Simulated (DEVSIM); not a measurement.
Structure: Ni/Si3N4/p-Si capacitor, at 300 K.

```
layer (left to right)  material  thickness (nm)  Na (cm⁻³)
---------------------  --------  --------------  ---------
1                         Si3N4            2.30          -
2                            Si            4500     1.6e16
```

Metal gate on the left, work function 5.1 eV. Fixed charge at the semiconductor interface -2.1e11 cm⁻² (in units of +e); interface traps 1.1e12 cm⁻² eV⁻¹, uniform in energy, neutral level at 0.3 of the gap above the valence band.

This is a model device: material constants are rounded textbook-type values typed into the input, and sizes, dopings and lifetimes were drawn at random. Values at 300 K.

| parameter | Si3N4 | Si |
|---|---|---|
| gap (eV) | 5.1 | 1.124 |
| affinity (eV) | 2.1 | 4.05 |
| permittivity | 7.5 | 11.7 |
| Nc (cm⁻³) | - | 2.86e19 |
| Nv (cm⁻³) | - | 3.1e19 |

Model (solved in DEVSIM): 1D Poisson equation in equilibrium, Boltzmann statistics, complete ionisation; no quantum confinement or tunnelling. Metal contacts follow the ideal Schottky-Mott rule: no Fermi-level pinning, no interface dipoles.

Question: Tabulate band edges, carrier densities and field at 0.7 V on the gate.

Answer: Energies count from the Fermi level of the right contact; mesh points crowd at the junctions.

| x (μm) | Ec (eV) | Ev (eV) | n (cm⁻³) | p (cm⁻³) | field (V/cm) |
|---|---|---|---|---|---|
| 0.000 | 2.300 | -2.800 | < 1e2 | < 1e2 | 230000 |
| 0.0008663 | 2.320 | -2.780 | < 1e2 | < 1e2 | 230000 |
| 0.001692 | 2.339 | -2.761 | < 1e2 | < 1e2 | 230000 |
| 0.002562 | 0.404 | -0.720 | 4.6e12 | 2.5e7 | 50000 |
| 0.005070 | 0.417 | -0.707 | 2.9e12 | 4.0e7 | 49000 |
| 0.009422 | 0.438 | -0.686 | 1.3e12 | 9.1e7 | 48000 |
| 0.01860 | 0.481 | -0.643 | 2.4e11 | 4.8e8 | 46000 |
| 0.04777 | 0.603 | -0.521 | 2.1e9 | 5.6e10 | 38000 |
| 0.09941 | 0.769 | -0.355 | 3400000 | 3.4e13 | 26000 |
| 0.2154 | 0.917 | -0.207 | 11000 | 1.0e16 | 3200 |
| 0.4526 | 0.928 | -0.196 | 7300 | 1.6e16 | ≈ 0 |
| 1.207 | 0.928 | -0.196 | 7300 | 1.6e16 | ≈ 0 |
| 2.470 | 0.928 | -0.196 | 7300 | 1.6e16 | ≈ 0 |
| 3.538 | 0.928 | -0.196 | 7300 | 1.6e16 | ≈ 0 |
| 4.154 | 0.928 | -0.196 | 7300 | 1.6e16 | ≈ 0 |
| 4.338 | 0.928 | -0.196 | 7300 | 1.6e16 | ≈ 0 |
| 4.425 | 0.928 | -0.196 | 7300 | 1.6e16 | ≈ 0 |
| 4.466 | 0.928 | -0.196 | 7300 | 1.6e16 | ≈ 0 |
| 4.489 | 0.928 | -0.196 | 7300 | 1.6e16 | ≈ 0 |
| 4.497 | 0.928 | -0.196 | 7300 | 1.6e16 | ≈ 0 |
| 4.500 | 0.928 | -0.196 | 7300 | 1.6e16 | ≈ 0 |
| 4.502 | 0.928 | -0.196 | 7300 | 1.6e16 | ≈ 0 |
